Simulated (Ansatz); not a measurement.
System: LiF (model structure, started from the CsCl type, Pm-3m, No. 221, 2 atoms in the cell). Method: HSE06 in Ansatz (PAW).

Run with plane-wave cutoff 460 eV, 10×10×10 k mesh, Fermi–Dirac smearing 0.01 eV, scalar-relativistic PAW data made under PBE.

The cell is the one relaxed with PBEsol. Conventional cell: a = 2.5231 Å, b = 2.5231 Å, c = 2.5231 Å, α = 90.00°, β = 90.00°, γ = 90.00°.

```
CELL_PARAMETERS angstrom
      2.52308     0.00000     0.00000
      0.00000     2.52308     0.00000
      0.00000     0.00000     2.52308
ATOMIC_POSITIONS crystal
  Li 0.00000 0.00000 0.00000
  F  0.50000 0.50000 0.50000
```

**Question.** List the 5 lowest band energies at Γ above −25 eV (eV, relative to the valence band maximum), grouping those that round alike.

**Answer.** At Γ: -22.63, -0.75 (×3), 10.09.

Note: the run warned that its exchange threshold was loose for the stress; the relaxation could raise the start's symmetry but not lower it, so the cell can be a saddle point.

A model structure was made by putting elements into a prototype or built by hand; it is no filed structure, need not be a known phase, and can be a saddle point held by its symmetry.

Ansatz is a program for electronic structure.
